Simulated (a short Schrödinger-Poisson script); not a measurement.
System: MOS inversion layer, HfO2 on p-type Si(100), at 300 K.

From the gate side: 7 nm HfO2; 1200 nm Si, acceptors 1.2e17 cm⁻³.

Constants are typed, rounded textbook-type inputs, not results; the design itself was drawn at random and stands for no fabricated device. HfO2: permittivity 22, conduction-band edge (eV) 1.55, gap (eV) 5.7, electron mass (mₑ) 0.2. Si: permittivity 11.7, conduction-band edge (eV) 0, gap (eV) 1.124, Nv at 300 K (cm⁻³) 3.1e19.

Channel valleys (confinement mass, in-plane density-of-states mass, number): Δ2 0.916, 0.19, 2; Δ4 0.19, 0.417, 4. At the gate the conduction-band edge of layer 1 lies 1.78 eV − eVg above the Fermi level of the channel; the field vanishes at the back. Gaps are held at their typed values at every temperature. Mesh 0.03 nm at interfaces.

Solved with a short Schrödinger-Poisson script written for these runs: 1D Poisson equation in equilibrium, electrons quantum, Hartree (BenDaniel-Duke, 12 states a valley, the channel's in-plane mass for all, wave functions ending at the dielectric), parabolic valleys, classical holes, full ionisation, no traps, pinning or gate leakage.

```
Vg (V)  electrons (cm⁻²)  C (μF/cm²)  Δ2 E0 (meV from the Fermi level)  Δ4 E0 (meV from the Fermi level)
------  ----------------  ----------  --------------------------------  --------------------------------
0.15              4.67e9       0.132                             198.7                             235.2
0.2              2.63e10       0.236                             153.3                             190.8
0.25             1.19e11       0.570                             113.4                             152.3
0.3              3.48e11        1.01                              83.9                             125.2
0.35             7.03e11        1.31                              63.7                             108.1
0.4              1.14e12        1.50                              49.0                              96.7
0.45             1.63e12        1.63                              37.5                              88.7
0.5              2.15e12        1.72                              28.1                              82.7
0.55             2.70e12        1.79                              20.0                              77.9
0.6              3.26e12        1.85                              12.9                              74.0
0.65             3.85e12        1.89                               6.5                              70.6
0.7              4.44e12        1.93                               0.7                              67.8
0.75             5.05e12        1.96                              -4.8                              65.3
0.8              5.66e12        1.98                              -9.8                              63.0
0.85             6.28e12        2.01                             -14.7                              60.9
0.9              6.91e12        2.03                             -19.3                              59.0
0.95             7.55e12        2.04                             -23.7                              57.3
1                8.19e12        2.06                             -27.9                              55.6
```

Gate voltages with under 1e9 electrons/cm² are left out.

**Question.** At Vg = 1 V the lowest Δ2 subband lies at -27.9 meV from the Fermi level. How many electrons does it hold, and what share of all?

**Answer.** The two-dimensional density of states is g m/(πħ²) = 1.59e11 cm⁻² meV⁻¹ (both spins), kT = 25.9 meV, so n = D kT ln(1 + exp(−E/kT)) = 5.63e12 cm⁻², 0.69 of the 8.19e12 cm⁻² in all.

**Question.** Compare the slope of the sheet density between 0.9 and 1 V with the geometric capacitance of the layers between gate and channel.

**Answer.** q Δn/ΔV = 2.05 μF/cm²; ε0/Σ(t/ε) = 2.78 μF/cm². The ratio is 0.74: the channel acts as a further capacitance in series.
